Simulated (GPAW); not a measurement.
## Variants of one calculation on RbAg3Se2 (C2/m, 12 atoms in the cell)

```cif
data_Ag6Rb2Se4
_chemical_formula_sum 'Ag6 Se4 Rb2'
_space_group_name_H-M_alt 'P 1'
_space_group_IT_number 1
_cell_length_a 8.61361
_cell_length_b 8.61361
_cell_length_c 8.85400
_cell_angle_alpha 113.077
_cell_angle_beta 113.077
_cell_angle_gamma 29.644
loop_
_space_group_symop_operation_xyz
  'x, y, z'
loop_
_atom_site_label
_atom_site_type_symbol
_atom_site_fract_x
_atom_site_fract_y
_atom_site_fract_z
_atom_site_occupancy
Ag1 Ag 0.05680 0.05680 0.39900 1
Ag2 Ag 0.94320 0.94320 0.60100 1
Se1 Se 0.51920 0.51920 0.21990 1
Se2 Se 0.48080 0.48080 0.78010 1
Ag3 Ag 0.59220 0.59220 0.64410 1
Ag4 Ag 0.40780 0.40780 0.35590 1
Ag5 Ag 0.68910 0.68910 0.44130 1
Ag6 Ag 0.31090 0.31090 0.55870 1
Se3 Se 0.19930 0.19930 0.69710 1
Se4 Se 0.80070 0.80070 0.30290 1
Rb1 Rb 0.13580 0.13580 0.04690 1
Rb2 Rb 0.86420 0.86420 0.95310 1
```

Base run A: LDA (Perdew-Wang 92), GPAW PAW datasets LDA (gpaw-data 1.0.1) (GPAW 25.7.0), self-consistent single point.

Its settings: mode = pw; ecut = 550 eV; xc = LDA; kpts = 3 3 2; mesh shift (steps) = 0.5 0.5 0.5; occupations.name = fermi-dirac; occupations.width = 0.05 eV; nbands = -18; convergence.forces = 0.001 eV/Å; symmetry.symmorphic = false; symmetry.tolerance = 0.0005; maxiter = 150.

The starting cell comes from a database of published, mostly measured structures (it also holds non-ambient and calculated ones), without a prior relaxation at this level. In the base run, with a pressure of about -4 GPa the cell is away from its equilibrium volume at this level.

ΔF is the free energy per atom less that of run A. A dash stands where there is no value to compare (another energy zero or no entropy term, no result, no spin, no clean gap, or a mesh too coarse for one). Total energies depend on the potentials, the functional and any Hubbard or dispersion term, so they are compared only between runs that share all of them.

Run A gave: pressure (GPa) -3.64; largest force (eV/Å) 0.283; k-points 6; valence electrons 144.

Runs:
- B: nbands: -18 → -6; symmetry.symmorphic: false → default; symmetry.tolerance: 0.0005 → default; convergence.bands: default → -4; symmetry: default → off
- C: 1 x 1 x 2 supercell, mesh divided to match; kpts: 3 3 2 → 3 3 1; nbands: -18 → -30
- D: nbands: -18 → -6; convergence.forces: 0.001 eV/Å → default; convergence.energy: default → 0.0007 eV/electron; convergence.density: default → 0.001 e/electron; convergence.eigenstates: default → 7e-08; convergence.bands: default → -4
- E: nbands: -18 → -6; convergence.bands: default → -4; eigensolver: default → cg
- F: mode: pw → lcao; ecut: 550 eV → default; nbands: -18 → default; h: default → 0.18 Å; basis: default → dzp [LDA (Perdew-Wang 92), LCAO dzp]
- G: nbands: -18 → -6

**Question.** What does run F change against A?

**Answer.** The free energy goes up by 488 meV/atom and the largest force goes from 0.283 to 0.333 eV/Å.

```csv
run,ΔF (meV/atom),pressure (GPa),largest force (eV/Å),k-points,valence electrons
A,0.00,-3.64,0.283,6,144
B,0.00,-3.65,0.285,18,144
C,0.00,-3.65,0.285,4,288
D,0.00,-3.65,0.286,6,144
E,0.00,-3.65,0.285,6,144
F,487.5,–,0.333,6,144
G,0.00,-3.65,0.285,6,144
```
